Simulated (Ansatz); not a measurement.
Consider a 16-atom supercell of AlNi3 in the Cu3Au type structure (space group Pm-3m, No. 221; a = 3.519 Å; weakly magnetic (sensitive to the mesh)) at its relaxed geometry.

The values are results of Kohn–Sham DFT with the PBEsol functional, run in Ansatz (a program for electronic structure) with PAW and 420 eV plane waves, no spin-orbit coupling, not measurements.

One neutral defect a cell, atoms relaxed at fixed cell.

One change was made to it. Results:

The pressure goes from zero to -3.3 GPa; the largest displacement of a host atom from its site in the perfect cell comes out as 0.09 Å.

Question: What was done to the base?
A) Ni vacancy
B) Al on a Ni site (antisite), symmetric start
C) H interstitial (started 1.76 Å from the nearest host atom), symmetric start

Answer: A, Ni vacancy. For comparison, the pressure in the other runs: H interstitial (started 1.76 Å from the nearest host atom), symmetric start gives 2.2 GPa; Al on a Ni site (antisite), symmetric start gives 3.8 GPa.

Other magnetic orders, which the real material may have, were not ruled out. In so small a cell the defect repeats every few ångströms: this is an ordered compound, not a dilute defect. Defects with a symmetric start kept the site's symmetry and may sit on a saddle; the others started slightly shaken. Starting moments died away, wholly or in part, for Al on a Ni site (antisite); another magnetic solution may exist.
